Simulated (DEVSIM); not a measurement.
System: Al0.35Ga0.65As/GaAs p-n heterojunction, at 350 K.

| layer (left to right) | material | thickness (μm) | Nd (cm⁻³) | Na (cm⁻³) | τn (s) | τp (s) |
|---|---|---|---|---|---|---|
| 1 | Al0.35Ga0.65As | 1.20 | - | 1.6e16 | 9.6e-9 | 9.6e-9 |
| 2 | GaAs | 0.930 | 1.3e16 | - | 9.6e-9 | 9.6e-9 |

Left contact: ohmic. Right contact: ohmic. Voltage is applied to the left contact. Recombination: SRH at mid-gap, radiative, Auger. Mobility is constant in doping.

This is a model device: material constants are rounded textbook-type values typed into the input, and sizes, dopings and lifetimes were drawn at random. Values at 300 K; Nc and Nv go as T^1.5, mobilities as T to minus their exponent, the gap by Varshni's rule with the affinity fixed.

```csv
parameter,Al0.35Ga0.65As,GaAs
gap (eV),1.8604,1.424
affinity (eV),3.7935,4.07
permittivity,11.91,12.9
Nc (cm⁻³),7.44e17,4.7e17
Nv (cm⁻³),9e18,9e18
μn (cm²/Vs),3495,8500
μp (cm²/Vs),176,400
T exponent of μn,2.1,2.1
T exponent of μp,2.2,2.2
B (cm³/s),2e-10,2e-10
Cn (cm⁶/s),1e-30,1e-30
Cp (cm⁶/s),1e-30,1e-30
Varshni α (eV/K),0.000541,0.000541
Varshni β (K),204,204
```

Model (solved in DEVSIM): 1D drift-diffusion, Boltzmann statistics, complete ionisation; no tunnelling, impact ionisation, image-force lowering or self-heating. Band offsets follow the typed affinities; no thermionic-emission limit at abrupt steps, no polarisation charge.

The temperature was swept, all else fixed.

```
temperature (K)  potential step across the device at zero bias (V)  dark forward voltage at 100 A/cm² (V)  largest field in the device at zero bias (V/cm)  dark forward voltage at 1 A/cm² (V)
---------------  -------------------------------------------------  -------------------------------------  -----------------------------------------------  -----------------------------------
250                                                          1.404                                  1.279                                            56000                                1.117
300                                                          1.327                                  1.204                                            54000                                1.018
350                                                          1.248                                  1.135                                            52000                                0.918
400                                                          1.166                                  1.066                                            50000                                0.817
450                                                          1.081                                  0.999                                            48000                                0.714
500                                                          0.995                                  0.935                                            45000                                0.609
```

From the first row to the last the potential step across the device at zero bias goes from 1.404 to 0.995. From the first row to the last the dark forward voltage at 100 A/cm² goes from 1.279 to 0.935.
